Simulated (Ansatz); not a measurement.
## The (117) surface of germanium, 3 pairs of surface atoms bonded, H on 7 of 8 dangling bonds, none on a paired Ge at depth 0.0 Å (bottom of the slab: built like the top, H on every dangling bond, free)

Calculation: PBE (plane waves to 420 eV, PAW; Ansatz, a first-principles code).

Slab: 67 atoms, 13.1 Å thick at the start with caps and adatoms (thin: gaps and levels are the slab's own); k 4x2x1, smearing 0.025 eV, dipole-corrected; 8 atoms held, the rest relaxed; no symmetry held; spin-polarised, ending with about 1.0 μB a cell; orders that need a larger cell were not tried, no spin-orbit, no U. In PBE it lies 0.01 eV a 1x1 cell over the lowest computed structure of the same composition (3 pairs of surface atoms bonded, H on 7 of 8 dangling bonds, none on a one-bond Ge at depth 1.6 Å).

```yaml
gap_of_the_slab_on_its_k_mesh: 0.24 eV
highest_filled_level_below_the_top_vacuum_level: 4.73 eV
energy_released_by_relaxation: 2.12 eV
magnetic_moment_of_the_cell: 1.00 μB
cost: about 110 core-minutes (a rough figure)
```
